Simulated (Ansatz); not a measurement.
## MoSe₂ in the 2H-MoS2 type structure (space group P6_3/mmc, No. 194; layered, stacked along the Cartesian z axis)

```
CELL_PARAMETERS angstrom
      3.27700     0.00000     0.00000
     -1.63850     2.83796     0.00000
      0.00000     0.00000    12.73101
ATOMIC_POSITIONS crystal
  Mo 0.33333 0.66667 0.25000
  Mo 0.66667 0.33333 0.75000
  Se 0.33333 0.66667 0.61852
  Se 0.66667 0.33333 0.11852
  Se 0.66667 0.33333 0.38148
  Se 0.33333 0.66667 0.88148
```

The values are results of Ansatz (a program for electronic structure) PBE-D3(BJ), spin-orbit coupling left out, earlier PAW set, not measurements. k-mesh 12×12×3 (Γ-centred); smearing 0.05 eV (Fermi–Dirac).

| Quantity | Result |
|---|---|
| Volume per atom | 19.73 Å³ |
| Density | 7.12 g/cm³ |
| Band gap | 0.74 eV, indirect, Γ → K–Γ (47 % along) |
| Hole mass | 1.6 mₑ along c, 0.75 mₑ across |
| Total energy | -5299.214 eV/atom (σ→0; compares only within this code and set-up) |

Masses are band curvatures over ±0.01 Å⁻¹ around the edge. Gaps are Kohn–Sham eigenvalue differences; semilocal functionals usually give less than the measured gap. No phonon test of stability was made.
